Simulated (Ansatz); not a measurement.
Ansatz (an electronic-structure program) run on NaHgCl₃ (P6_3/mmc, 10 atoms in the cell): self-consistent single point.

Method: LDA (PW92), default PAW files made with PBE (plane waves; Ansatz).

```yaml
crystal:
  lattice:
    - [7.61495, 0.00000, 0.00000]
    - [-3.80747, 6.59474, 0.00000]
    - [0.00000, 0.00000, 6.50584]
  atoms:
    - { symbol: Na, position: [0.33333, 0.66667, 0.75000] }
    - { symbol: Na, position: [0.66667, 0.33333, 0.25000] }
    - { symbol: Hg, position: [0.00000, 0.00000, 0.00000] }
    - { symbol: Hg, position: [0.00000, 0.00000, 0.50000] }
    - { symbol: Cl, position: [0.14620, 0.29240, 0.25000] }
    - { symbol: Cl, position: [0.70760, 0.85380, 0.25000] }
    - { symbol: Cl, position: [0.14620, 0.85380, 0.25000] }
    - { symbol: Cl, position: [0.85380, 0.70760, 0.75000] }
    - { symbol: Cl, position: [0.29240, 0.14620, 0.75000] }
    - { symbol: Cl, position: [0.85380, 0.14620, 0.75000] }
```

Reference input (self-consistent single point, DFT, LDA (PW92), plane waves, default PAW files made with PBE): basis.ecutwfc = 420 eV; kpoints.mp_grid.grid = 4 4 4; hamiltonian.xc = lda; hamiltonian.pseudopotentials = {kind: paw} (the program's default PAW files); scf.occupations.method = fermi_dirac; scf.occupations.width = 0.05 eV. This run's input differs from it in these lines:

Ansatz 0.2 input:
```diff
@@ -17,3 +17,3 @@
 basis:
-  ecutwfc: 420.0
+  ecutwfc: 250.0
 kpoints:
```

Output (repeated stretches shortened):

```
SCF iter   1: F=—  HF=-36245.629210 eV  |F-HF|=—  |Δ(HF+E_count)|=         —  Δρ=1.57e-2  dr2=3.97e-1  ethr=1.77e-3  ⟨swp⟩=7.2  Hψ=2839  notcnv=0  defer=2
all-band conjugate gradients solve this SCF's bands
preconditioner: auto → Resta (q_TF=auto, 2.240 Å⁻¹)
SCF iter   2: F=—  HF=-36245.428148 eV  |F-HF|=—  |Δ(HF+E_count)|=   2.01e-1  Δρ=5.05e-3  dr2=3.68e-2  ethr=3.97e-4  ⟨swp⟩=2.0  Hψ=1462  notcnv=0  defer=60
   [... lines left out ...]
SCF iter   5: F=—  HF=-36245.414569 eV  |F-HF|=—  |Δ(HF+E_count)|=   6.02e-6  Δρ=5.48e-5  dr2=2.81e-5  ethr=1.95e-7  ⟨swp⟩=2.0  Hψ=962  notcnv=0  defer=60
SCF iter   6: F=—  HF=-36245.414572 eV  |F-HF|=—  |Δ(HF+E_count)|=   2.97e-6  Δρ=1.93e-5  dr2=1.84e-6  ethr=2.81e-8  ⟨swp⟩=2.0  Hψ=893  notcnv=0  defer=60
SCF iter   7: F=—  HF=-36245.414572 eV  |F-HF|=—  |Δ(HF+E_count)|=   1.29e-7  Δρ=6.81e-6  dr2=2.01e-7  ethr=1.84e-9  ⟨swp⟩=2.0  Hψ=1138  notcnv=0  defer=60
SCF iter   8: F=-36245.414572 eV  HF=-36245.414572 eV  |F-HF|=1.16e-8  |Δ(HF+E_count)|=   2.10e-8  Δρ=1.63e-6  dr2=1.49e-8  ethr=1.00e-10  ⟨swp⟩=10.3  Hψ=2580  notcnv=0
SCF 1 converged in 8 iterations: F = -36245.414572 eV  dr2 = 1.49e-8
Free energy (F): -36245.414572 eV
Internal energy: -36245.414572 eV  (E = F + TS)
E sigma→0 (E₀):  -36245.414572 eV
Fermi energy:    2.931364 eV
--- Forces (eV/Å), atoms counted from 1 ---
  atom   1  Na     0.00000000    -0.00000000    -0.00000000
  atom   2  Na    -0.00000000     0.00000000     0.00000000
  atom   3  Hg     0.00000000    -0.00000000    -0.00000000
  atom   4  Hg     0.00000000     0.00000000    -0.00000000
  atom   5  Cl     0.00000006     1.66777023     0.00000000
  atom   6  Cl    -1.44433142    -0.83388506    -0.00000000
  atom   7  Cl     1.44433135    -0.83388517    -0.00000000
  atom   8  Cl    -0.00000006    -1.66777023    -0.00000000
  atom   9  Cl     1.44433142     0.83388506     0.00000000
  atom  10  Cl    -1.44433135     0.83388517     0.00000000
--- Stress (GPa, compression-positive) ---
        2.057005       0.000000       0.000000
        0.000000       2.057005       0.000000
        0.000000       0.000000       4.530125
  P = ⅓ Tr σ = 2.8814 GPa (28.814 kbar)
  The stress holds the Pulay correction. Without it, at fixed plane waves, as pw.x and ABINIT print it: P = -11.7675 GPa
```

The run converged in 8 iterations. Against the reference run the free energy goes up by 427 meV/atom, the pressure goes from 2.60 to 2.88 GPa, the largest force goes from 1.561 to 1.668 eV/Å and the gap on the mesh goes from 1.936 to 1.954 eV.

The starting cell was generated: these elements placed on a structure prototype, without a prior relaxation; it need not be a known phase or ordering of this composition. Spin-orbit coupling is off. Forces in this geometry exceed 1 eV/Å. Ansatz's pressure includes its estimate of the finite-basis (Pulay) stress. Without the estimate this run gives -11.77 GPa. The cutoff lies below the one recommended for these files.
